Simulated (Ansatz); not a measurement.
## What pressure 15 GPa does to AgCl

Consider AgCl in the CsCl type structure (space group Pm-3m, No. 221; a = 3.331 Å; a model cell, its experimental status unchecked).

The change: cell and atoms relaxed at a pressure of 15 GPa.

The values are results of plane-wave PAW DFT at the PBEsol level (Ansatz, a program for electronic structure, 420 eV), no spin-orbit coupling, not measurements. Settings: 10×10×10 k-points, 0.05 eV Fermi–Dirac smearing.

* **Volume per atom**: 15.84 Å³ (base 18.48 Å³)
* **Density**: 7.51 g/cm³ (base 6.44 g/cm³)
* **Enthalpy H = E + PV relative to the base's energy**: +1.59 eV/atom
* **Band gap**: 0.64 eV (base 0.45 eV)
* **Gap character**: indirect, X → Γ (base indirect, X → Γ)
* **Smallest direct gap**: 2.98 eV (base 2.27 eV)
* **Width of the top valence band**: 2.42 eV (base 1.83 eV)
* **Electron mass**: 0.20 mₑ (at Γ) (base 0.19 mₑ (at Γ))

Cost of the whole job for the changed cell (relaxation, final SCF and bands): roughly 9 core-seconds.

Load acts through the strain it causes; cell and atoms are relaxed under it. Effective masses come from finite differences of ±0.01 Å⁻¹. Stability against distortions was not tested. Competing high-pressure phases were not computed. This is not the structure that AgCl has at room temperature and ambient pressure.
